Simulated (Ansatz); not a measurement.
The starting structures come from a database of crystals and need not be the phases stable at ambient conditions.

The decay constant κ of evanescent states in the gap governs leakage through a thin film.

Given:

```yaml
crystal:
  lattice:
    - [4.96062, 0.00000, 0.00000]
    - [0.00000, 11.06460, 0.00000]
    - [0.00000, 5.53230, 3.19407]
  atoms:
    - { symbol: Cs, position: [0.69684, 0.33333, 0.00000] }
    - { symbol: Cs, position: [0.30316, 0.66667, 0.00000] }
    - { symbol: Zr, position: [0.00000, 0.00000, 0.00000] }
    - { symbol: F, position: [0.22308, 0.15283, 0.00000] }
    - { symbol: F, position: [0.77692, 0.84717, 0.00000] }
    - { symbol: F, position: [0.22308, 0.15283, 0.54151] }
    - { symbol: F, position: [0.77692, 0.84717, 0.45849] }
    - { symbol: F, position: [0.22308, 0.69434, 0.45849] }
    - { symbol: F, position: [0.77692, 0.30566, 0.54151] }
```

Space group of this cell: P-3m1. The cell is taken as given.

Transport runs along the normal of the first two printed cell vectors, the (110) plane of the conventional cell.

No gap correction and no spin-orbit coupling; mid-gap values are interpolated between computed energies.

Compute, with r2SCAN (Ansatz, an electronic-structure program), the band gap and the smallest decay constant κ at mid-gap.

Gap 7.66 eV on a 6×10×10 mesh; κ = 0.526 1/Å, at the zone centre.
